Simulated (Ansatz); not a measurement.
Input and output of a self-consistent single point for Ga2O3 (C2/m, 10 atoms in the cell) (Ansatz, a first-principles code).

Method of the run: PBE, PAW files (plane waves; Ansatz).

```
Ga2O3
1.0
    6.13041    -1.52135     0.00000
    6.13041     1.52135     0.00000
   -1.38191     0.00000     5.64131
Ga O
4 6
Direct
  0.34116   0.34116   0.68527
  0.65884   0.65884   0.31473
  0.90953   0.90953   0.20521
  0.09047   0.09047   0.79479
  0.50353   0.50353   0.74334
  0.49647   0.49647   0.25666
  0.82663   0.82663   0.43677
  0.17337   0.17337   0.56323
  0.16450   0.16450   0.10915
  0.83550   0.83550   0.89085
```

Reference input (self-consistent single point, DFT, PBE, plane waves, PAW files): basis.ecutwfc = 30.9 Ry; kpoints.mp_grid.grid = 7 7 4; hamiltonian.xc = pbe; hamiltonian.pseudopotentials = {kind: paw} (the program's default PAW files); scf.occupations.method = gaussian; scf.occupations.width = 0.0007 Ry. This run's input differs from it in these lines:

Ansatz 0.2 input:
```diff
@@ -18,3 +18,3 @@
 basis:
-  ecutwfc: 30.9 Ry
+  ecutwfc: 54.0 Ry
 kpoints:
```

The program printed (abridged):

```
SCF iter   1: F=—  HF=-18542.617985 eV  |F-HF|=—  |Δ(HF+E_count)|=         —  Δρ=1.23e-1  dr2=7.77e0  ethr=3.10e-3  ⟨swp⟩=5.6  Hψ=11266  notcnv=0  defer=1
all-band conjugate gradients solve this SCF's bands
preconditioner: auto → Resta (q_TF=auto, 2.648 Å⁻¹)
SCF iter   2: F=—  HF=-18540.659628 eV  |F-HF|=—  |Δ(HF+E_count)|=    1.96e0  Δρ=5.52e-2  dr2=1.50e0  ethr=3.10e-3  ⟨swp⟩=2.0  Hψ=6498  notcnv=0  defer=228
   [... lines left out ...]
SCF iter   8: F=—  HF=-18540.100585 eV  |F-HF|=—  |Δ(HF+E_count)|=   1.07e-5  Δρ=1.06e-4  dr2=7.19e-6  ethr=1.88e-7  ⟨swp⟩=2.0  Hψ=5617  notcnv=0  defer=228
SCF iter   9: F=—  HF=-18540.100621 eV  |F-HF|=—  |Δ(HF+E_count)|=   3.59e-5  Δρ=1.94e-5  dr2=4.02e-7  ethr=8.17e-9  ⟨swp⟩=2.0  Hψ=5642  notcnv=0  defer=228
SCF iter  10: F=—  HF=-18540.100621 eV  |F-HF|=—  |Δ(HF+E_count)|=   3.84e-7  Δρ=1.41e-5  dr2=1.52e-7  ethr=1.14e-10  ⟨swp⟩=11.6  Hψ=15820  notcnv=0
SCF iter  11: F=-18540.100621 eV  HF=-18540.100621 eV  |F-HF|=5.60e-9  |Δ(HF+E_count)|=   3.85e-8  Δρ=2.75e-6  dr2=5.92e-9  ethr=1.14e-10  ⟨swp⟩=4.2  Hψ=11441  notcnv=0
SCF 1 converged in 11 iterations: F = -18540.100621 eV  dr2 = 5.92e-9
Free energy (F): -18540.100621 eV
Internal energy: -18540.100621 eV  (E = F + TS)
E sigma→0 (E₀):  -18540.100621 eV
Fermi energy:    9.266882 eV
--- Forces (eV/Å), atoms counted from 1 ---
  atom   1  Ga     0.02985976     0.00000000     0.04131430
  atom   2  Ga    -0.02985976    -0.00000000    -0.04131430
  atom   3  Ga     0.01032548    -0.00000000    -0.01936398
  atom   4  Ga    -0.01032548     0.00000000     0.01936398
  atom   5  O     -0.01817308    -0.00000000    -0.02963264
  atom   6  O      0.01817308     0.00000000     0.02963264
  atom   7  O      0.01767520    -0.00000000     0.01996675
  atom   8  O     -0.01767520     0.00000000    -0.01996675
  atom   9  O      0.17708931    -0.00000000     0.00902475
  atom  10  O     -0.17708931     0.00000000    -0.00902475
--- Stress (GPa, compression-positive) ---
        7.592229       0.000000       0.144628
        0.000000       8.048136      -0.000000
        0.144628      -0.000000       7.563237
  P = ⅓ Tr σ = 7.7345 GPa (77.345 kbar)
  The stress holds the Pulay correction. Without it, at fixed plane waves, as pw.x and ABINIT print it: P = 7.7213 GPa
```

The run converged in 11 iterations. Against the reference run the free energy goes down by 3.3 meV/atom, the pressure moves little (7.75 to 7.73 GPa), the largest force moves little (0.178 to 0.177 eV/Å) and the gap on the mesh moves little (2.357 to 2.358 eV).

The starting cell comes from a database of computed structures (which also holds hypothetical and non-ambient phases and stackings), without a prior relaxation at this level. Its lattice was rescaled by a random factor within 2.5 % of one. Ansatz's pressure includes its estimate of the finite-basis (Pulay) stress.

Cost on one core of a shared machine: roughly 40 s.
